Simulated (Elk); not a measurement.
Elk run on LiGdS₂ (P4/mmm, 4 atoms in the cell): self-consistent single point.

Method: PBEsol, all-electron FP-LAPW, Elk's shipped species files, APW+lo basis with extra local orbitals (Elk).

```
CELL_PARAMETERS angstrom
      3.95018     0.00000     0.00000
      0.00000     3.95018     0.00000
      0.00000     0.00000     5.35616
ATOMIC_POSITIONS crystal
  Li 0.00000 0.00000 0.00000
  Gd 0.50000 0.50000 0.50000
  S  0.00000 0.00000 0.50000
  S  0.50000 0.50000 0.00000
```
Moments meant for the start (each program seeds them in its own way; μB, in the order of the atoms Li Gd S S): 0.0 7.0 0.0 0.0.

Reference input (self-consistent single point, DFT, PBEsol, all-electron FP-LAPW, Elk's shipped species files, APW+lo basis with extra local orbitals): xctype = 22; spinpol = true; rgkmax = 8; swidth = 0.000734986 Ha; ngridk = 7 7 5; reducebf = 0.8; gmaxvr = 16 1/bohr; nxlo = 2; lorbcnd = true; lmaxi = 2; nempty = 10 per atom; maxscl = 100. This run's input differs from it in these lines:

```diff
@@ -55,3 +55,3 @@
 ngridk
-  7 7 5
+  2 2 1
```

Log, with long lists cut:

```
│ Self-consistent loop started │
│ Loop number : 1 │
 total energy                :     -12089.0843940
 total moment                :    6.998218295
│ Loop number : 2 │
 total energy                :     -12089.5858411
 total moment                :    6.998217379
RMS change in Kohn-Sham potential (target) :    12.18328212     (  0.1000000000E-05)
Absolute change in total energy (target)   :   0.5014471191     (  0.1000000000E-03)
│ Loop number : 3 │
 total energy                :     -12080.5756265
 total moment                :    6.997795725
RMS change in Kohn-Sham potential (target) :    6.448066139     (  0.1000000000E-05)
   [... lines left out ...]
│ Loop number : 98 │
 total energy                :     -12080.5446796
 total moment                :    6.998430445
RMS change in Kohn-Sham potential (target) :   0.1020690165E-01 (  0.1000000000E-05)
Absolute change in total energy (target)   :   0.3895752350     (  0.1000000000E-03)
│ Loop number : 99 │
 total energy                :     -12080.5502958
 total moment                :    6.998427028
RMS change in Kohn-Sham potential (target) :   0.9527552376E-02 (  0.1000000000E-05)
Absolute change in total energy (target)   :   0.9177755459E-01 (  0.1000000000E-03)
│ Loop number : 100 │
Reached self-consistent loops maximum

Energies :
 Fermi                       :     0.174090280067
 xc effective B-field        :    -0.628227763029
 external B-field            :      0.00000000000
 total energy                :     -12080.8699425
 (external B-field energy excluded from total)

Density of states at Fermi energy :    232.6259122
 (states/Hartree/unit cell)

   [... lines left out ...]
Estimated indirect band gap :   0.2925093727E-01
Estimated direct band gap   :   0.2995178373E-01
   [... lines left out ...]
  species :    2 (Gd)
   atom    1                 :    62.00484802     (  0.1072478948E-04)
  species :    3 (S)
   atom    1                 :    14.59280791     (  0.7120145348E-04)
   atom    2                 :    14.59931954     (  0.7152784187E-04)
 total in muffin-tins        :    93.29798018
 total calculated charge     :    98.99334611
 total charge                :    99.00000000
 error                       :   0.6653885632E-02

Moments :
 interstitial                :   0.1600633867
 muffin-tins
  species :    1 (Li)
   atom    1                 :   0.5168199448E-03
  species :    2 (Gd)
   atom    1                 :    6.840270345
  species :    3 (S)
   atom    1                 :   0.2729334428E-01
   atom    2                 :  -0.2974544337E-01
 total in muffin-tins        :    6.838335066
 total moment                :    6.998398453

│ Self-consistent loop stopped │
```

The run ended unconverged after 100 iterations. 

The starting cell comes from a database of computed structures (which also holds hypothetical and non-ambient phases and stackings), without a prior relaxation at this level. Spin-orbit coupling is off. Values depend on the basis (sphere radii, cutoffs, local orbitals), which need not be converged.

Cost on one core of a shared machine: roughly 3 min.
